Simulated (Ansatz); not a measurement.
System: interstitial Mg in zinc-blende InP (charge state +2). Calculation: PBE, PAW (plane waves to 420 eV; Ansatz, a first-principles code).

Cell of 64 host sites held at the relaxed PBE lattice; one k-point at (0.250, 0.250, 0.250); Fermi-Dirac width 0.05 eV, spin-restricted; finite-size errors left in. Energies are static. PBE gaps are too small, and in this host the defect's levels may merge with the bands. The charge state is imposed; whether it is stable for some Fermi level was not computed. Sites that were not tried may lie lower.

Barriers: single points on a 2×2×2 k-point mesh shifted by half a step at the bands' geometries.

Relaxed starting cell (atoms counted from 1):

```
CELL_PARAMETERS angstrom
     11.92000     0.00000     0.00000
      0.00000    11.92000     0.00000
      0.00000     0.00000    11.92000
ATOMIC_POSITIONS crystal
  In 0.99976 0.00026 0.98800
  In 0.99982 0.00041 0.51247
  In 0.99976 0.50006 0.99913
  In 0.00022 0.50046 0.50154
  In 0.49962 0.00020 0.99919
  In 0.50001 0.00057 0.50156
  In 0.49976 0.50027 0.99958
  In 0.49994 0.50047 0.50120
  P  0.12425 0.12483 0.37466
  P  0.12701 0.12755 0.87353
  P  0.12698 0.62365 0.37740
  P  0.12422 0.62511 0.87498
  P  0.62307 0.12753 0.37743
  P  0.62461 0.12470 0.87501
  P  0.62462 0.62514 0.37461
  P  0.62459 0.62513 0.87499
  In 0.99986 0.26250 0.25015
  In 0.00016 0.25165 0.75043
  In 0.99968 0.73803 0.25003
  In 0.99980 0.74931 0.74999
  In 0.50001 0.25167 0.25055
  In 0.50001 0.25131 0.75033
  In 0.49961 0.74931 0.25013
  In 0.49971 0.74970 0.75018
  P  0.12715 0.37794 0.12382
  P  0.12482 0.37584 0.62576
  P  0.12449 0.87653 0.12641
  P  0.12712 0.87399 0.62778
  P  0.62482 0.37562 0.12570
  P  0.62503 0.37565 0.62550
  P  0.62281 0.87338 0.12324
  P  0.62484 0.87577 0.62554
  In 0.26203 0.00046 0.25021
  In 0.25114 0.00061 0.75049
  In 0.25114 0.50046 0.25071
  In 0.25078 0.50043 0.75029
  In 0.73757 0.00027 0.25019
  In 0.74881 0.00023 0.75004
  In 0.74878 0.50006 0.25019
  In 0.74920 0.50028 0.75020
  P  0.37742 0.12765 0.12378
  P  0.37546 0.12522 0.62587
  P  0.37514 0.62524 0.12578
  P  0.37508 0.62554 0.62547
  P  0.87604 0.12492 0.12645
  P  0.87339 0.12765 0.62782
  P  0.87281 0.62323 0.12318
  P  0.87536 0.62527 0.62555
  In 0.25056 0.25108 0.99989
  In 0.25302 0.25329 0.50343
  In 0.25273 0.74676 0.99688
  In 0.25053 0.75006 0.50090
  In 0.74637 0.25315 0.99684
  In 0.74952 0.25105 0.50089
  In 0.74888 0.74938 0.99925
  In 0.74643 0.74682 0.50318
  P  0.37539 0.37584 0.37528
  P  0.37515 0.37564 0.87534
  P  0.37738 0.87398 0.37745
  P  0.37507 0.87576 0.87529
  P  0.87346 0.37790 0.37747
  P  0.87527 0.37557 0.87523
  P  0.87604 0.87652 0.37486
  P  0.87289 0.87336 0.87318
  Mg 0.99958 0.00001 0.24998
```
Cell charge +2.

End state 1 differs by these moves (Å; atoms that move under 0.08 Å are left out):

| atom | element | Δx | Δy | Δz |
|---|---|---|---|---|
| 1 | In | -0.16 | -0.16 | -0.02 |
| 2 | In | -0.01 | -0.01 | -0.17 |
| 10 | P | -0.02 | -0.02 | 0.10 |
| 17 | In | -0.17 | 0.02 | 0.16 |
| 19 | In | 0.00 | 0.17 | 0.00 |
| 25 | P | -0.03 | -0.10 | 0.02 |
| 33 | In | 0.01 | -0.16 | 0.15 |
| 37 | In | 0.17 | 0.00 | 0.00 |
| 41 | P | -0.10 | -0.02 | 0.02 |
| 49 | In | 0.15 | 0.15 | -0.16 |
| 58 | P | 0.10 | 0.10 | -0.09 |
| 59 | P | 0.07 | -0.07 | 0.08 |
| 61 | P | -0.07 | 0.08 | 0.08 |
| 64 | P | -0.08 | -0.08 | -0.08 |
| 65 | Mg | 1.48 | 1.50 | -1.49 |

Question: Predict the forward and backward barriers to end state 1 from PBE, PAW.

Answer: forward 0.91 eV, backward 0.23 eV; at the saddle point atom 65 has neighbours 3 In at 2.80; 2 P at 2.51, P at 2.52 Å. The program found a first-order saddle point.
